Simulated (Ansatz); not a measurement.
**What H interstitial (started 1.87 Å from the nearest host atom) does to Ti**

Consider a 28-atom supercell of Ti in the hcp (Mg type) structure (space group P6_3/mmc, No. 194; a = 2.901 Å, c = 4.591 Å) at its relaxed geometry.

Perturbation: one H atom is added in an open site, starting 1.87 Å from the nearest host atom, atoms relaxed at fixed cell, starting from a slightly rattled geometry.

All numbers come from Ansatz (an electronic-structure program) PBEsol, no SOC. Settings: 5×5×4 k-points, 0.05 eV Fermi–Dirac smearing.

| quantity | base | changed | shift |
|---|---|---|---|
| pressure | 0.0 GPa | 0.5 GPa | +0.5 GPa |
| largest displacement of a host atom from its site in the perfect cell | – | 0.04 Å | – |
| final site of the added atom | – | 6 Ti at 2.06 Å (octahedral) | – |

In so small a cell the defect repeats every few ångströms: this is an ordered compound, not a dilute defect. All final runs are without spin polarisation. The defect cell is not spin-polarised.
